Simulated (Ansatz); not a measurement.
Cubic perovskite CsPbBr3 (cubic high-temperature phase), treated with HSE06 (plane waves, PAW; Ansatz, an electronic-structure program).

Run with plane-wave cutoff 460 eV, 4×4×4 k mesh, Fermi–Dirac smearing 0.01 eV, scalar-relativistic PAW data made under PBE.

A third-order Birch–Murnaghan fit to the energies gives V0 = 42.575 Å³/atom, B0 = 19.8 GPa, B′ = 4.7.

| V (Å³/atom) | P (GPa) |
|---|---|
| 40.334 | ___ |
| 40.901 | 0.872 |
| 41.396 | 0.593 |
| 42.457 | 0.054 |
| 43.518 | ___ |
| 44.580 | -0.818 |

### Question
Estimate the withheld pressures from this fit; the answers are the runs' own values.

### Answer

- 40.334, P (GPa): 1.215
- 43.518, P (GPa): -0.413

The formula P = (3/2) B0 (x^(7/3) − x^(5/3)) [1 + (3/4)(B′ − 4)(x^(2/3) − 1)] with x = V0/V meets the computed pressures within 0.01 GPa when these rounded values are put in.

Note: the relaxation could not lower the start's symmetry, so the cell can be a saddle point above a distorted one.

Spin–orbit coupling is not included; it can shift volumes and moduli of such heavy elements.

The computed numbers hold no vibrational or temperature effects.

Cost on a shared machine: roughly 27 core-minutes.
